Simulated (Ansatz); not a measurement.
Input:

```
CELL_PARAMETERS angstrom
     -1.61874     1.61874     3.96715
      1.61874    -1.61874     3.96715
      1.61874     1.61874    -3.96715
ATOMIC_POSITIONS crystal
  Si 0.66373 0.66373 0.00000
  Si 0.33627 0.33627 0.00000
  Mo 0.00000 0.00000 0.00000
```

No spin polarisation.

Calculations: LDA/PAW in Ansatz (a first-principles code), scalar-relativistic without spin-orbit coupling. Γ-centred 25×25×25 mesh, Fermi–Dirac width 0.1 eV.

Predict the pressure, band gap and space group.

Pressure (mean of the normal stresses, compression positive): -11.7 GPa
Band gap: zero
Space group: I4/mmm (No. 139)

The cells carry an imposed strain or load. No phonon test of stability was made. All final runs are without spin polarisation. The cell was made from MoSi2 (space group I4/mmm, No. 139) by this change: isotropic strain +2.00 %.
